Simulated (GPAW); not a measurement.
# Input and output of a self-consistent single point for YMn₂Si₂ (I4/mmm, 5 atoms in the cell) (GPAW)

Level of theory: PBEsol, GPAW PAW datasets PBEsol (made by gpaw-setup) (plane waves; GPAW).

The input file:

```python
from ase import Atoms
from ase.units import GPa
from gpaw import GPAW, PW

atoms = Atoms(['Y', 'Mn', 'Mn', 'Si', 'Si'],
              cell=[[-1.940140, 1.940140, 5.250250],
                    [1.940140, -1.940140, 5.250250],
                    [1.940140, 1.940140, -5.250250]],
              scaled_positions=[[0.000000, 0.000000, 0.000000],
                                [0.750000, 0.250000, 0.500000],
                                [0.250000, 0.750000, 0.500000],
                                [0.617690, 0.617690, 0.000000],
                                [0.382310, 0.382310, 0.000000]],
              pbc=True)

atoms.set_initial_magnetic_moments([0.0, 4.0, 4.0, 0.0, 0.0])

calc = GPAW(spinpol=True,
            mode=PW(800),
            xc='PBEsol',
            kpts=(7, 7, 7),
            occupations={'name': 'marzari-vanderbilt', 'width': 0.2},
            nbands=-11,
            convergence={'forces': 0.001},
            symmetry={'symmorphic': False, 'tolerance': 0.0005},
            maxiter=100,
            txt='-')

atoms.calc = calc

energy = atoms.get_potential_energy()
print('Energy (eV):', round(energy, 6))
forces = atoms.get_forces()
print('Forces (eV/Ang):')
print(forces.round(5))
stress = atoms.get_stress()
print('Stress (GPa, Voigt):', (stress / GPa).round(4))
```

The program printed (abridged):

```
Input parameters:
  convergence: {forces: 0.001}
  kpts: [7 7 7]
  maxiter: 100
  mode: {ecut: 800.0,
         name: pw}
  nbands: -11
  occupations: {name: marzari-vanderbilt,
                width: 0.2}
  spinpol: True
  symmetry: {symmorphic: False,
             tolerance: 0.0005}
  xc: PBEsol

species:
  Y:
    name: Yttrium
    Z: 39.0
    valence: 11
    core: 28
    charge: 0.0
    file: Y.PBEsol.gz

    # Using partial waves for Y as LCAO basis

  Mn:
    name: Manganese
    Z: 25.0
    valence: 15
    core: 10
    charge: 0.0
    file: Mn.PBEsol.gz

    # Using partial waves for Mn as LCAO basis

  Si:
    name: Silicon
    Z: 14.0
    valence: 4
    core: 10
    charge: 0.0
    file: Si.PBEsol.gz

    # Using partial waves for Si as LCAO basis

Reference energy: -170747.457501  # eV

Spin-polarized calculation.
Initial magnetic moment: 8.000000

Convergence criteria:
 Maximum [total energy] change in last 3 cyles: 0.0005 eV / valence electron
 Maximum integral of absolute [dens]ity change: 0.0001 electrons / valence electron
 Maximum integral of absolute [eigenst]ate change: 4e-08 eV^2 / valence electron
 Maximum change in the atomic [forces] across last 2 cycles: 0.001 eV/Ang OR
Maximum error relative to the maximum force is below inf
 Maximum number of scf [iter]ations: 100

Symmetries present (total): 16
Symmetries with fractional translations: 0
343 k-points: 7 x 7 x 7 Monkhorst-Pack grid
40 k-points in the irreducible part of the Brillouin zone
       k-points in crystal coordinates                weights
   0:     0.00000000    0.00000000    0.00000000          1/343
   1:     0.14285714   -0.14285714    0.00000000          4/343
   2:     0.14285714   -0.14285714    0.14285714          4/343
   [... 7 lines left out ...]
          ...
  39:     0.42857143    0.42857143    0.42857143          8/343

Wave functions: Plane wave expansion
  Cutoff energy: 800.000 eV
  Number of coefficients (min, max): 3996, 4086
  Pulay-stress correction: 0.000000 eV/Ang^3 (de/decut=0.000000)

Occupation numbers: Marzari-Vanderbilt:
  width: 0.2000  # eV

Eigensolver

Densities:
  Coarse grid: 40*40*40 grid
  Fine grid: 80*80*80 grid
  Total Charge: 0.000000

Density mixing:
  Method: difference
  Backend: pulay
  Linear mixing parameter: 0.05
  old densities: 5
  Damping of long wavelength oscillations: 50

Hamiltonian:
  XC and Coulomb potentials evaluated on a 80*80*80 grid
  External potential:
    NoExternalPotential

XC parameters: PBEsol with 2 nearest neighbor stencil

Number of atoms: 5
Number of atomic orbitals: 47
Number of bands in calculation: 39
Number of valence electrons: 49
Bands to converge: occupied

Density initialized from atomic densities
  39 bands from LCAO basis set

Atomic positions and initial magnetic moments

Positions:
   0 Y      0.000000    0.000000    0.000000    ( 0.0000,  0.0000,  0.0000)
   1 Mn    -0.000000    1.940140    2.625125    ( 0.0000,  0.0000,  4.0000)
   2 Mn     1.940140    0.000000    2.625125    ( 0.0000,  0.0000,  4.0000)
   3 Si     0.000000   -0.000000    6.486054    ( 0.0000,  0.0000,  0.0000)
   4 Si     0.000000   -0.000000    4.014446    ( 0.0000,  0.0000,  0.0000)

Unit cell:
           periodic     x           y           z      points  spacing
  1. axis:    yes   -1.940140    1.940140    5.250250    40     0.0910
  2. axis:    yes    1.940140   -1.940140    5.250250    40     0.0910
  3. axis:    yes    1.940140    1.940140   -5.250250    40     0.0686

  Lengths:   5.923969   5.923969   5.923969
  Angles:  141.764968 141.764968  55.182993

Effective grid spacing dv^(1/3) = 0.1073

     iter     time        total  log10-change:         magmom
                         energy   eigst   dens  force
iter:   1 --:--:--   -40.093183                          +8.0239
iter:   2 --:--:--   -40.717204   -0.61  -1.36           +5.9499
iter:   3 --:--:--   -40.767328   -1.32  -1.38           +3.7595
iter:   4 --:--:--   -40.607889   -1.75  -1.49           +3.7697
iter:   5 --:--:--   -40.635039   -2.04  -1.69           +3.7854
iter:   6 --:--:--   -40.832113   -2.26  -1.88           +3.7147
iter:   7 --:--:--   -40.636687   -2.42  -1.69           +3.7507
iter:   8 --:--:--   -40.631784   -3.76  -2.51           +3.7228
iter:   9 --:--:--   -40.631831c  -4.73  -2.85           +3.7316
iter:  10 --:--:--   -40.632173c  -4.25  -2.94           +3.6405
iter:  11 --:--:--   -40.632256c  -5.46  -3.45           +3.6202
iter:  12 --:--:--   -40.632349c  -5.46  -3.62           +3.5987
iter:  13 --:--:--   -40.632344c  -6.26  -3.54           +3.5943
iter:  14 --:--:--   -40.632350c  -7.27  -3.55           +3.5941
iter:  15 --:--:--   -40.632357c  -7.94c -3.54           +3.5943
iter:  16 --:--:--   -40.632320c  -6.64  -3.52           +3.5943
iter:  17 --:--:--   -40.632296c  -6.10  -3.62           +3.5944
iter:  18 --:--:--   -40.632286c  -6.58  -3.71           +3.5943
iter:  19 --:--:--   -40.632286c  -7.64c -4.25c          +3.5956
iter:  20 --:--:--   -40.632286c  -7.90c -4.30c -2.65    +3.5969
iter:  21 --:--:--   -40.632286c  -7.81c -4.43c -2.99    +3.5981
iter:  22 --:--:--   -40.632286c  -8.60c -4.56c -3.25c   +3.5985

Converged after 22 iterations.

Dipole moment: (-0.000000, -0.000000, 0.000000) |e|*Ang

Total magnetic moment: (0.000000, 0.000000, 3.598524)
Local magnetic moments:
   0 Y  ( 0.000000,  0.000000, -0.050762)
   1 Mn ( 0.000000,  0.000000,  1.878274)
   2 Mn ( 0.000000,  0.000000,  1.878274)
   3 Si ( 0.000000,  0.000000, -0.065497)
   4 Si ( 0.000000,  0.000000, -0.065497)

Energy contributions relative to reference atoms: (reference = -170747.457501)

Kinetic:        +12.755041
Potential:      -10.413586
External:        +0.000000
XC:             -43.147145
Entropy (-ST):   +0.012676
Local:           +0.160727
SIC:             +0.000000
--------------------------
Free energy:    -40.632286
Extrapolated:   -40.632286

Spin contamination: 0.350421 electrons
Showing only first 2 kpts
                      Up                     Down
 Kpt  Band  Eigenvalues  Occupancy  Eigenvalues  Occupancy
  0    22      7.42799    1.00000      8.38456    0.72814
  0    23      7.92247    1.00412      8.78877    0.00280
  0    24      8.18702    1.08323      9.55913    0.00000
  0    25      8.24527    1.06090      9.55913    0.00000

  1    22      7.45990    1.00000      8.45452    0.46803
  1    23      7.77421    1.00013      8.93558    0.00005
  1    24      7.94432    1.00623      9.21176    0.00000
  1    25      8.06003    1.03546      9.58486    0.00000

Fermi level: 8.47363

No gap
No difference between direct/indirect transitions
Energy (eV): -40.632286

Forces in eV/Ang:
  0 Y     0.00000    0.00000    0.00000
  1 Mn   -0.00000   -0.00000    0.00000
  2 Mn   -0.00000   -0.00000    0.00000
  3 Si   -0.00000   -0.00000    0.52588
  4 Si   -0.00000   -0.00000   -0.52588

Stress tensor:
     0.033703     0.000000    -0.000000
     0.000000     0.033703     0.000000
    -0.000000     0.000000     0.043781
Stress (GPa, Voigt): [ 5.3998  5.3998  7.0144  0.     -0.      0.    ]
```

The run converged in 22 iterations. GPAW prints stress with tension positive.

The starting cell comes from a database of computed structures (which also holds hypothetical and non-ambient phases and stackings), without a prior relaxation at this level. The magnetic order is the one reached from the typed start; others were not searched systematically. With a pressure of about -6 GPa the cell is away from its equilibrium volume at this level.

Cost on one core of a shared machine: roughly 10 min.
